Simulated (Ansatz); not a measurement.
Model glasses of amorphous HfO2, 51 to 61 atoms (Hf18O36 before any change). Each row is one cell at a composition chosen by hand, melted whole on the CHGNet potential with the anions pushed apart under 1.9 Å, quenched within some picoseconds, far faster than a real film, and relaxed with PBE, scalar-relativistic without spin-orbit coupling (plane waves to 420 eV, PAW; Ansatz, an electronic-structure program). Each is the lowest in DFT energy of 2 to 3 quenches. Cycles of charging and discharging were tried on the cells ahead of these points, and a cell that came back lower was taken. The column on the box says what of it was relaxed with the atoms; held means as the quench left it. Cells that kept moments or hold spare charge are left out.

At the relaxed places, the spacing of the highest filled and the lowest empty level was computed at the zone centre with PBE and with HSE06, without spin polarisation. A level counts as spread where PBE shares it among more than a fifth of the atoms; else the element of the atom with the largest weight is named. Formal charges balance in every cell (each cation at its usual highest valence, Cu and Ag at +1, Sb at +3, H at +1, O at −2, N at −3, F and Cl at −1). Exact exchange is cut at the faces of these small cells, which leaves the hybrid a finite-size error. Where a level is localised, the spacing isn't the band gap.

| cell | change | box | highest filled on | lowest empty on | spacing, PBE (eV) | spacing, HSE06 (eV) |
|---|---|---|---|---|---|---|
| Hf18O27N6 | +6 N, −9 O | shape | N | spread | 3.08 | 4.32 |
| Hf18O41Nb2 | +2 Nb, +5 O | held | O | Nb | 3.30 | 4.79 |
| Hf18O39Ga2 | +2 Ga, +3 O | held | O | spread | 3.57 | 5.11 |
| Hf18O37Sr | +1 O, +1 Sr | held | O | spread | 3.85 | 5.44 |
| Hf18O35F2 | +2 F, −1 O | shape | O | spread | 3.92 | 5.50 |
| Hf18O37H2 | +2 H, +1 O | shape | spread | spread | 3.92 | 5.46 |
| Hf12O33La6 | −6 Hf, +6 La, −3 O | volume | spread | spread | 3.97 | 5.51 |
| Hf18O39Al2 | +2 Al, +3 O | shape | O | spread | 4.07 | withheld |
| Hf18O39B2 | +2 B, +3 O | held | O | spread | 4.31 | 5.89 |

Q: Fit a straight line of the last column on the one before it through the 8 full rows, and predict the withheld value for Hf18O39Al2.

A: Means: x = 3.740, y = 5.252. Slope = Σ(Δx Δy) / Σ(Δx²) = 1.3683 / 1.1128 = 1.230; intercept = 5.252 − (1.230) × 3.740 = 0.652 eV; r.m.s. residual 0.065 eV. Prediction: 0.652 + (1.230) × 4.07 = 5.66 eV. The run gave 5.63 eV, a miss of 0.03 eV, within the residual.
